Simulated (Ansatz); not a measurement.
## A computed series for Ge: pressure series

The reference is Ge in the diamond structure (space group Fd-3m, No. 227; a = 5.6744 Å).

Cell and atoms are relaxed at each pressure.

Computed with r2SCAN (Ansatz, a quantum-chemistry and plane-wave program, PAW, without spin-orbit coupling).

Candidates:
(a) pressure 18 GPa
(b) pressure 45 GPa
(c) pressure −2 GPa
(d) pressure −1 GPa
(e) pressure 60 GPa

For the base:

| Property | Value |
|---|---|
| Width of the top valence band | 4.01 eV |

### Question
Order them by width of the top valence band, lowest first.

### Answer
(c) pressure −2 GPa (3.86 eV), (d) pressure −1 GPa (3.94 eV), (a) pressure 18 GPa (4.92 eV), (b) pressure 45 GPa (5.83 eV), (e) pressure 60 GPa (6.23 eV)

The levels and masses belong to the bands next to the band gap. Load acts through the strain it causes; cell and atoms are relaxed under it. No phonon test of stability was made. Measured, Ge leaves this structure (for the β-tin structure) near 10.6 GPa (room temperature; as listed in arXiv:1906.07825).
